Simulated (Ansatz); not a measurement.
This Ansatz (a program for electronic structure) input is the reference run, SiC in the zinc blende structure (space group F-43m, No. 216), computed with Ansatz, r2SCAN, PAW, cutoff 500 eV, spin-orbit coupling left out, earlier PAW set:

Ansatz 0.2 input:
```yaml
crystal:
  lattice:
    - [0, 2.1783117687, 2.1783117687]
    - [2.1783117687, 0, 2.1783117687]
    - [2.1783117687, 2.1783117687, 0]
  atoms:
    - { symbol: C, position: [0.75, 0.75, 0.75] }
    - { symbol: Si, position: [0, 0, 0] }
basis: { ecutwfc: 500, ecutrho_ratio: 4, xc_grid: 4, fft_grid_basis: typed }
kpoints: { mp_grid: { grid: [13, 13, 13] } }
hamiltonian:
  xc: r2scan
  dispersion: none
  pseudopotentials: { azcp: { folder: ./paw }, kind: paw }
scf: { occupations: { method: fermi_dirac, width: 0.05 }, convergence: { dr2_threshold: 0.0000000002 } }
output: { forces: true, stress: true }
```

**Question.** Write the input for this change: uniaxial stress, 2 GPa tension along x, with the cell and atoms free to relax against it.

**Answer.** 
Ansatz 0.2 input:
```yaml
crystal:
  lattice:
    - [0, 2.1783117687, 2.1783117687]
    - [2.1783117687, 0, 2.1783117687]
    - [2.1783117687, 2.1783117687, 0]
  atoms:
    - { symbol: C, position: [0.75, 0.75, 0.75] }
    - { symbol: Si, position: [0, 0, 0] }
basis: { ecutwfc: 500, ecutrho_ratio: 4, xc_grid: 4, fft_grid_basis: typed }
kpoints: { mp_grid: { grid: [13, 13, 13] } }
hamiltonian:
  xc: r2scan
  dispersion: none
  pseudopotentials: { azcp: { folder: ./paw }, kind: paw }
scf: { occupations: { method: fermi_dirac, width: 0.05 } }
relax: { f_tol: 0.005, max_steps: 50, cell: { stress_tol: 0.01, sigma_target: [-2, 0, 0, 0, 0, 0] } }
output: { forces: true, stress: true }
checkpoint: { write: state.ck, write_every: 1000 }
```
This is the input that was run.

Load acts through the strain it causes; cell and atoms are relaxed under it. sigma_target is in GPa, compression positive, in the order xx, yy, zz, yz, xz, xy. Beyond what the load breaks, stability against distortions was not tested.
